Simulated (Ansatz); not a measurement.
**The (100) surface of fcc Ni, ferromagnetic, one row in 4 of the top plane missing (bottom of the slab: a bare face, its two planes held)**

Method: PBE (plane waves to 420 eV, PAW; Ansatz, a quantum-chemistry and plane-wave program).

Set-up: 23 atoms, 8.8 Å thick at the start (thin: gaps and levels are the slab's own); mesh 15x4x1; 0.1 eV smearing; dipole correction on; 8 atoms held, the rest relaxed; symmetry of the start imposed; spin-polarised, ending with about 15.4 μB a cell; orders that need a larger cell were not tried, no spin-orbit, no U. It is one candidate, not shown to be the stable structure of the face.

| Quantity | Result |
|---|---|
| work function of the top face | 4.71 eV |
| energy released by relaxation | 0.10 eV |
| magnetic moment of the cell | 15.37 μB |
| cost | very roughly 110 core-minutes |
